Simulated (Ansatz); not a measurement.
The parent structure is Ti$_{2}$InC (space group P6_3/mmc, No. 194; a = 3.1075 Å, c = 14.0325 Å; a cell from a computed database, its experimental status unchecked). Axes: x lies along a and z along c of the hexagonal cell.

All numbers come from PBEsol (Ansatz, an electronic-structure program; PAW; 420 eV plane waves; no spin-orbit coupling).

Base values:

```
Item                            Result
-----------------------------  -------
Shortest interatomic distance  2.106 Å
```

It is then changed as follows: uniaxial stress, 8 GPa compression along x; all other stress components relax to zero.

Q: Predict the new shortest interatomic distance.

A: The shortest interatomic distance decreases by 0.021 Å, from 2.106 Å to 2.085 Å.

Q: How does this affect the energy relative to the base?

A: The energy increases by 9.6 meV/atom.

Without a gap, meshes like the base's 17×17×4 leave anisotropic stresses uncertain by several tenths of a GPa, and small strain energies with them. Load acts through the strain it causes; cell and atoms are relaxed under it. Stability under load was not tested beyond the relaxation. The final runs are not spin-polarised.
